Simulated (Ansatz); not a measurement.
Density of states of monolayer GeS above the conduction band minimum, HSE06, rigid bands (Ansatz, a first-principles code); cell area 16.47 Å².

```tsv
energy from edge (eV)	10⁻³ states/eV/cell
0.006	467
0.031	507
0.056	503
0.081	554
0.106	589
0.131	610
0.156	1210
0.181	1310
0.206	1380
0.231	1460
0.256	1500
0.281	1530
0.319	1630
0.344	1700
0.369	1620
0.394	1700
0.419	1670
0.444	2030
0.469	2010
0.494	2050
0.519	2050
0.544	2080
0.569	2110
0.594	2150
```

### Question
What effective density of states at 300 K does this give (∫ g(E) exp(−E/k_BT) dE, both spins, divided by the cell's size)?

### Answer
7.6e12 cm⁻².

Spin-orbit coupling is left out. Geometry: cell and atoms relaxed with PBE.
